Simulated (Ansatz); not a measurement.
Phonon-limited resistivity of ZrSi (Cmcm) against temperature in μΩ·cm, PBEsol, DFPT electron-phonon coupling, linearised Boltzmann equation run with Ansatz (a quantum-chemistry and plane-wave program), harmonic crystal at a fixed cell. x, y and z are the axes of this cell:
```yaml
crystal:
  lattice:
    - [1.86756, -4.94101, 0.00000]
    - [1.86756, 4.94101, 0.00000]
    - [0.00000, 0.00000, 3.73693]
  atoms:
    - { symbol: Zr, position: [0.64525, 0.35475, 0.25000] }
    - { symbol: Zr, position: [0.35475, 0.64525, 0.75000] }
    - { symbol: Si, position: [0.92107, 0.07893, 0.25000] }
    - { symbol: Si, position: [0.07893, 0.92107, 0.75000] }
```

| T | ρ (x) | ρ (y) | ρ (z) |
|---|---|---|---|
| 50 K | 0.26 | 0.23 | 0.21 |
| 77 K | 1.03 | 1.00 | 0.82 |
| 100 K | 2.0 | 2.00 | (withheld) |
| 150 K | 4.7 | (withheld) | 3.7 |
| 200 K | 7.5 | 7.4 | 6.0 |
| 250 K | 10.4 | 10.1 | 8.3 |
| 273 K | 11.6 | 11.3 | 9.3 |
| 300 K | 13.1 | 12.8 | 10.5 |
| 350 K | 15.8 | 15.4 | 12.7 |
| 400 K | 18.5 | 18.0 | 14.8 |
| 500 K | 24 | 23 | 19.0 |
| 600 K | 29 | 28 | 23 |
| 800 K | 40 | 39 | 32 |

Problem. Fill in the missing entries.

Solution. 
- 100 K, ρ (z): 1.61
- 150 K, ρ (y): 4.6

A metal at this level (no band gap). Only scattering by harmonic phonons is included (no impurities, grain boundaries, electron-electron scattering or thermal expansion). Spin-orbit coupling is left out. Halving the electron mesh (24x24x24) moves the resistivity by up to 8 %. Smearing 0.20 eV; phonons on a 4x4x4 q mesh, which this run doesn't test and which matters most at low temperature.

Formula and space group known from diffraction (Crystallography Open Database), not checked to be the room-temperature form: ZrSi (Cmcm).
